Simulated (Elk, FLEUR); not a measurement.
An Elk input for a self-consistent single point of HfZn₂ (Fd-3m, 6 atoms in the cell) (DFT, LDA (PW92), all-electron FP-LAPW, Elk's shipped species files, LAPW+lo basis):

```
tasks
  0

xctype
  3

spinpol
  .true.

reducebf
  0.7

rgkmax
  8.0

gmaxvr
  16.0

nxoapwlo
  1

rmtscf
  0.93

nempty
  8

stype
  3

swidth
  0.00367493

scale
  1.889726125

avec
    0.0000000000    3.4845240000    3.4845240000
    3.4845240000    0.0000000000    3.4845240000
    3.4845240000    3.4845240000    0.0000000000

atoms
  2   : nspecies
  'Hf.in'   : spfname
  2   : natoms; atposl, bfcmt below
  0.7500000000  0.7500000000  0.7500000000    0.0 0.0 -1.0
  0.5000000000  0.5000000000  0.5000000000    0.0 0.0 -1.0
  'Zn.in'   : spfname
  4   : natoms; atposl, bfcmt below
  0.1250000000  0.1250000000  0.6250000000    0.0 0.0 0.0
  0.1250000000  0.6250000000  0.1250000000    0.0 0.0 0.0
  0.1250000000  0.1250000000  0.1250000000    0.0 0.0 0.0
  0.6250000000  0.1250000000  0.1250000000    0.0 0.0 0.0

ngridk
  5 5 5
```

Task: Translate this input to FLEUR.

Result: This is the input that was run; spellings and numerical settings could be chosen otherwise.

Input of the input generator:

```
HfZn2 FLAPW
&input film=f /
-0.0000000000 0.7071067812 0.7071067812
0.7071067812 -0.0000000000 0.7071067812
0.7071067812 0.7071067812 -0.0000000000
9.3123078577
1.0 1.0 1.0

6
72 0.7500000000 0.7500000000 0.7500000000 : 1.00
72 0.5000000000 0.5000000000 0.5000000000 : 1.00
30 0.1250000000 0.1250000000 0.6250000000 : 0.00
30 0.1250000000 0.6250000000 0.1250000000 : 0.00
30 0.1250000000 0.1250000000 0.1250000000 : 0.00
30 0.6250000000 0.1250000000 0.1250000000 : 0.00

&comp jspins=2 /
&exco xctyp='vwn' /
&kpt div1=5 div2=5 div3=5 /
&end /
```

```xml
<?xml version="1.0" encoding="UTF-8" standalone="no"?>
<fleurInput fleurInputVersion="0.39">
   <comment>
      HfZn2 FLAPW                                                                                         
   </comment>
   <calculationSetup>
      <cutoffs Kmax="3.8" Gmax="11.4" GmaxXC="11.4" numbands="0"/>
      <scfLoop itmax="100" minDistance="0.00001" maxIterBroyd="15" imix="Anderson" alpha="0.05" precondParam="0.0" spinf="2.0"/>
      <coreElectrons ctail="T" frcor="F" kcrel="0" coretail_lmax="0"/>
      <xcFunctional name="vwn" relativisticCorrections="F"/>
      <magnetism jspins="2"/>
      <soc l_soc="F" theta="0.0" phi="0.0" spav="F"/>
      <expertModes spex="0" secvar="F"/>
      <geometryOptimization l_f="T" forcealpha="1.0" forcemix="BFGS" epsdisp="0.00001" epsforce="0.00001"/>
      <ldaU l_linMix="F" mixParam="0.05" spinf="1.0"/>
   </calculationSetup>
   <cell>
      <bzIntegration valenceElectrons="100.0" mode="hist" fermiSmearingEnergy="0.00367493">
         <kPointListSelection listName="default-1"/>
         <!-- k-points included here -->
         <xi:include xmlns:xi="http://www.w3.org/2001/XInclude" href="kpts.xml"> </xi:include>
      </bzIntegration>
      <!-- symmetry operations included here -->
      <xi:include xmlns:xi="http://www.w3.org/2001/XInclude" href="sym.xml"> </xi:include>
      <bulkLattice scale="1.0">
         <bravaisMatrix>
            <row-1>    0.0000000000000000     6.5847960348017152     6.5847960348017152</row-1>
            <row-2>    6.5847960348017152     0.0000000000000000     6.5847960348017152</row-2>
            <row-3>    6.5847960348017152     6.5847960348017152     0.0000000000000000</row-3>
         </bravaisMatrix>
      </bulkLattice>
   </cell>
   <atomSpecies>
      <species name="Hafnium (H1.000" element="Hf" atomicNumber="72">
         <mtSphere radius="2.68" gridPoints="925" logIncrement="0.014"/>
         <atomicCutoffs lmax="10" lnonsphr="8"/>
         <electronConfig flipSpins="F">
            <coreConfig>(1s1/2) (2s1/2) (2p1/2) (2p3/2) (3s1/2) (3p1/2) (3p3/2) (4s1/2) (3d3/2) (3d5/2) (4p1/2) (4p3/2) (4d3/2) (4d5/2)</coreConfig>
            <valenceConfig>(5s1/2) (5p1/2) (5p3/2) (6s1/2) (4f5/2) (4f7/2) (5d3/2) (5d5/2)</valenceConfig>
            <stateOccupation state="(5d3/2)" spinUp="0.4" spinDown="0.4"/>
            <stateOccupation state="(5d5/2)" spinUp="1.1" spinDown="0.1"/>
         </electronConfig>
         <energyParameters s="6" p="6" d="5" f="5"/>
         <lo type="SCLO" l="0" n="5" eDeriv="0"/>
         <lo type="SCLO" l="1" n="5" eDeriv="0"/>
         <lo type="SCLO" l="3" n="4" eDeriv="0"/>
      </species>
      <species name="Zinc (Zn)" element="Zn" atomicNumber="30">
         <mtSphere radius="2.22" gridPoints="767" logIncrement="0.016"/>
         <atomicCutoffs lmax="8" lnonsphr="6"/>
         <electronConfig flipSpins="F">
            <coreConfig>(1s1/2) (2s1/2) (2p1/2) (2p3/2) (3s1/2) (3p1/2) (3p3/2)</coreConfig>
            <valenceConfig>(4s1/2) (3d3/2) (3d5/2)</valenceConfig>
         </electronConfig>
         <energyParameters s="4" p="4" d="3" f="4"/>
         <lo type="HELO" l="2" n="4" eDeriv="0"/>
      </species>
   </atomSpecies>
   <atomGroups>
      <atomGroup species="Hafnium (H1.000">
         <relPos label="                   1">-3.000/8.000 -3.000/8.000 -3.000/8.000</relPos>
         <relPos label="                   2">3.000/8.000 3.000/8.000 3.000/8.000</relPos>
         <force calculate="T" relaxXYZ="TTT"/>
      </atomGroup>
      <atomGroup species="Zinc (Zn)">
         <relPos label="                   3">.0000000000 .0000000000 1.000/2.000</relPos>
         <relPos label="                   4">.0000000000 1.000/2.000 .0000000000</relPos>
         <relPos label="                   5">.0000000000 .0000000000 .0000000000</relPos>
         <relPos label="                   6">1.000/2.000 .0000000000 .0000000000</relPos>
         <force calculate="T" relaxXYZ="TTT"/>
      </atomGroup>
   </atomGroups>
   <output dos="F" band="F" slice="F">
      <checks vchk="F" cdinf="F"/>
      <bandDOS minEnergy="-.5*Htr" maxEnergy="0.5*Htr" sigma="0.015" storeEVData="T"/>
      <vacuumDOS vacdos="F" integ="F" star="F" nstars="0" locx1="0.0" locy1="0.0" locx2="0.0" locy2="0.0" nstm="0" tworkf="0.0"/>
      <unfoldingBand unfoldBand="F" supercellX="1" supercellY="1" supercellZ="1"/>
      <plotting iplot="0" polar="F">
         <plot TwoD="T" vec1="  1.0  0.0  0.0" vec2="  0.0  1.0  0.0" vec3="  0.0  0.0  1.0" zero="  0.0  0.0  0.0" file="plot"/>
      </plotting>
      <chargeDensitySlicing numkpt="0" minEigenval="0.0" maxEigenval="0.0" nnne="0" pallst="F"/>
      <specialOutput eonly="F"/>
      <magneticCircularDichroism mcd="F" energyLo="-10.0" energyUp="0.0"/>
   </output>
  <!-- We include the file relax.xml here to enable relaxations (see documentation) -->
  <xi:include xmlns:xi="http://www.w3.org/2001/XInclude" href="relax.xml"> <xi:fallback/> </xi:include>
</fleurInput>
```

Basis, cutoffs, solver keys and any potentials are the target program's own. This input uses DFT, LDA (Vosko-Wilk-Nusair), all-electron FLAPW (FLEUR), scalar-relativistic valence. LDA parametrisations can differ slightly between programs. Both were run: size of the net moment 0.00 μB/atom in Elk and 0.00 in FLEUR.

On Elk: the starting cell comes from a database of computed structures (which also holds hypothetical and non-ambient phases and stackings), without a prior relaxation at this level. Its lattice was rescaled by a random factor within 2.5 % of one. For this run, on top of that: lattice scaled by 0.98. Spin-orbit coupling is off. The starting moments vanished: the run ended non-magnetic. Values depend on the basis (sphere radii, cutoffs, local orbitals), which need not be converged.

On FLEUR: the starting cell comes from a database of computed structures (which also holds hypothetical and non-ambient phases and stackings), without a prior relaxation at this level. Its lattice was rescaled by a random factor within 2.5 % of one. For this run, on top of that: lattice scaled by 0.98. Spin-orbit coupling is off. The starting moments vanished: the run ended non-magnetic. Values depend on the basis (sphere radii, cutoffs, local orbitals), which need not be converged.
